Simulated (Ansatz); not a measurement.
Consider Sn in the diamond structure (space group Fd-3m, No. 227; a = 6.5665 Å). Axes: x, y, z lie along the cube axes.

Method: r2SCAN (Ansatz, a program for electronic structure; PAW; 500 eV plane waves; scalar-relativistic without spin-orbit coupling).

For the base:

| Property | Value |
|---|---|
| Pressure | 0.0 GPa |
| Shortest interatomic distance | 2.843 Å |

Now apply this change: compressive biaxial strain of 0.42 % in the plane normal to [111], as in epitaxy on a mismatched substrate; the out-of-plane cell vector and the atoms relax.

**Question.** Estimate the effect on the pressure.

**Answer.** The pressure (mean of the normal stresses, compression positive) goes from zero to 0.3 GPa.

**Question.** Estimate the effect on the shortest interatomic distance.

**Answer.** The shortest interatomic distance drops by 0.007 Å to 2.836 Å.

**Question.** Estimate the effect on the energy relative to the base.

**Answer.** The energy grows by 0.4 meV/atom.

Stability against distortions was not tested.
